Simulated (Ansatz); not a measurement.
## MgO, response to strain

The reference is MgO in the rock salt structure (space group Fm-3m, No. 225).

```xyz
2
Lattice="0.0000 2.0796 2.0796 2.0796 0.0000 2.0796 2.0796 2.0796 0.0000" Properties=species:S:1:pos:R:3 pbc="T T T"
Mg     0.0000     0.0000     0.0000
O      2.0796     2.0796     2.0796
```

Strains are applied to the cell and any free atomic positions relax.

Computed with LDA (Ansatz, a quantum-chemistry and plane-wave program; PAW; 420 eV plane waves; scalar-relativistic without spin-orbit coupling).

| isotropic strain (%) | pressure (GPa) |
|---|---|
| -3 | 19.0 |
| -2.5 | ? |
| -1 | 5.5 |
| -0.5 | 2.7 |
| 0 | 0.0 |
| 0.5 | -2.5 |
| 1.5 | -7.0 |
| 2 | -9.1 |
| 2.5 | -11.0 |

Q: Fit P = P₀ − Bδ + Cδ² with δ = (1 + ε)³ − 1 to the rows shown and predict the withheld row.

A: Least squares on the printed values gives P₀ = 0.0 GPa, B = 177 GPa, C = 460 GPa (largest residual 0.1 GPa); this predicts 15.4 GPa, and the run gives 15.3 GPa, in agreement.

Whether these cells are dynamically stable was not tested.
